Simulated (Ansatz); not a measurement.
The parent structure is Al in the fcc (Cu type) structure (space group Fm-3m, No. 225; relaxed with 0.1 eV smearing).

```
Al
1.0
    0.00000     2.00773     2.00773
    2.00773     0.00000     2.00773
    2.00773     2.00773     0.00000
Al
1
Direct
  0.00000   0.00000   0.00000
```

Cartesian axes are those of the cell as printed.

The values are results of Kohn–Sham DFT with the PBEsol functional, run in Ansatz (a quantum-chemistry and plane-wave program) with PAW and 420 eV plane waves, no spin-orbit coupling, not measurements.

Strains are applied to the cell and any free atomic positions relax; under biaxial strain the out-of-plane vector relaxes too.

One change was made to it. Results:

```tsv
quantity	base	after
energy relative to the base (free energy F)	0 meV/atom	+1.0 meV/atom
shortest interatomic distance	2.839 Å	2.838 Å
```

Which of these changes matches the shifts?
A. biaxial strain −1.50 %, plane normal [001], relaxed out of plane
B. biaxial strain +2.50 %, plane normal [001], relaxed out of plane
C. biaxial strain +1.00 %, plane normal [001], relaxed out of plane
D. biaxial strain −3.00 %, plane normal [001], relaxed out of plane
E. biaxial strain +2.00 %, plane normal [001], relaxed out of plane

C, biaxial strain +1.00 %, plane normal [001], relaxed out of plane. For comparison, the energy relative to the base in the other runs: biaxial strain +2.00 %, plane normal [001], relaxed out of plane gives +4.0 meV/atom; biaxial strain +2.50 %, plane normal [001], relaxed out of plane gives +6.3 meV/atom; biaxial strain −3.00 %, plane normal [001], relaxed out of plane gives +11 meV/atom; biaxial strain −1.50 %, plane normal [001], relaxed out of plane gives +2.5 meV/atom.

Stability against distortions was not tested.
